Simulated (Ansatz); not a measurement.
Start from TiN in the rock salt structure (space group Fm-3m, No. 225; a = 4.247 Å; relaxed with 0.1 eV smearing). Axes: x, y, z lie along the cube axes.

Computed with DFT with PBE, PAW potentials and a 420 eV plane-wave cutoff in Ansatz (a first-principles code), spin-orbit coupling left out, earlier PAW set.

For the base:

```
Quantity   Result
--------  -------
Pressure  0.0 GPa
```

One thing is altered: the cell is stretched by 0.33 % along y with no lateral relaxation; the atoms relax in the strained cell.

Problem. Predict the new pressure.

Solution. The pressure (mean of the normal stresses, compression positive) goes from zero to -0.9 GPa.

Problem. What does the calculation give for the energy relative to the base after the change?

Solution. The energy is nearly the same.

Stability against distortions was not tested. All final runs are without spin polarisation. An odd electron count without spin: TiN.
